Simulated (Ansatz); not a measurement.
For TePt (model structure, Pm-3m, No. 221, 2 atoms in the cell), PBEsol (PAW; Ansatz, a quantum-chemistry and plane-wave program) gives:

equilibrium lattice constant a: 3.393 Å
bulk modulus B0: 149 GPa

Task: What does r²SCAN (PAW; Ansatz) give for the same quantities?

Result: 
- lattice constant a: 3.428 Å (rises by 1.0 %)
- bulk modulus: 133 GPa (drops by 11 %)

Changes are worked out from the printed values.

Unless a cell is named, each level is at its own relaxed cell (PBEsol 19.52, r²SCAN 20.14 Å³/atom).

Levels without +SOC leave out spin–orbit coupling, which shifts energies and cells of such heavy elements.

Caveats: the bulk modulus is −V dP/dV from two relaxed cells at ±2 % in volume (PBEsol, r²SCAN). Ansatz's density-functional and Hartree–Fock values are scalar-relativistic unless marked +SOC, with PAW data made under PBE.

A model structure was made by putting elements into a prototype or built by hand; it is no filed structure, need not be a known phase, and can be a saddle point held by its symmetry.
